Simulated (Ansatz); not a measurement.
Effect of uniaxial strain ε_zz = +1.50 % on MgB2

Start from MgB$_{2}$ (space group P6/mmm, No. 191; a = 3.0753 Å, c = 3.5248 Å; relaxed with 0.1 eV smearing). Axes: x lies along a and z along c of the hexagonal cell.

Perturbation: the cell is stretched by 1.50 % along z with no lateral relaxation; the atoms relax in the strained cell.

Computed with PBE (Ansatz, a first-principles code), no spin-orbit coupling. Settings: 22×22×16 k-points, 0.1 eV Fermi–Dirac smearing.

Volume per atom: 9.77 Å³ (base 9.62 Å³)
Shortest interatomic distance: 1.776 Å (base 1.776 Å)
Energy relative to the base (free energy F): +1.8 meV/atom
Pressure (mean of the normal stresses, compression positive): -1.6 GPa (base 0.0 GPa)
Band gap: zero (base zero)
Stress (xx, yy, zz, yz, xz, xy; compression positive): (-0.4, -0.4, -3.9, 0.0, 0.0, 0.0) GPa

Stability against distortions was not tested. The final runs are not spin-polarised.
